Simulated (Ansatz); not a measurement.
Start from CaO in the rock salt structure (space group Fm-3m, No. 225; a = 4.8308 Å).

Calculations: PBE (Ansatz, a quantum-chemistry and plane-wave program), spin-orbit coupling left out.

Strains are applied to the cell and any free atomic positions relax.

One change was made to it. Results:

The pressure goes from zero to 9.45 GPa; the mean gap deformation potential ΔEg/Δln V amounts to +0.4 eV; the energy grows by 28 meV/atom; the hole mass (degenerate bands, along [100]) becomes 0.34, 2.8, 2.8 mₑ (at Γ) (base: 0.35, 2.9, 2.9 mₑ (at Γ)).

### Question
Which of these changes matches the shifts?
A. isotropic strain +1.50 %
B. isotropic strain −3.00 %
C. isotropic strain +3.00 %
D. isotropic strain −2.50 %

### Answer
D, isotropic strain −2.50 %. For comparison, the energy relative to the base in the other runs: isotropic strain −3.00 % gives +42 meV/atom; isotropic strain +3.00 % gives +34 meV/atom; isotropic strain +1.50 % gives +8.9 meV/atom.

Masses are band curvatures over ±0.01 Å⁻¹ around the edge. No phonon test of stability was made.
